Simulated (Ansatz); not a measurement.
**Fermi-surface data of Ag (Fm-3m)**

```
CELL_PARAMETERS angstrom
      0.00000     2.02767     2.02767
      2.02767     0.00000     2.02767
      2.02767     2.02767     0.00000
ATOMIC_POSITIONS crystal
  Ag 0.00000 0.00000 0.00000
```

Method: PBEsol, rigid bands (plane waves, PAW, scalar-relativistic; Ansatz, a first-principles code). How the cell was made: cell and atoms relaxed with PBEsol.

```json
{
 "density of states at the Fermi level": "0.263 states/(eV·cell), both spins",
 "bare Sommerfeld coefficient": "0.62 mJ/(mol of atoms·K²)",
 "drude_plasma_energy": "9.2 eV",
 "root-mean-square Fermi velocity": "1.4e6 m/s",
 "resistivity times τ": "5.8 ×10⁻²² Ω·m·s",
 "resistivity_times_mean_free_path": "8.4 ×10⁻¹⁶ Ω·m²"
}
```

A metal at this level (no band gap); rigid bands, thermally averaged at 300 K, both spins. Spin-orbit coupling is left out. τ is one relaxation time for all states; the product of resistivity and mean free path takes one path for all states instead.
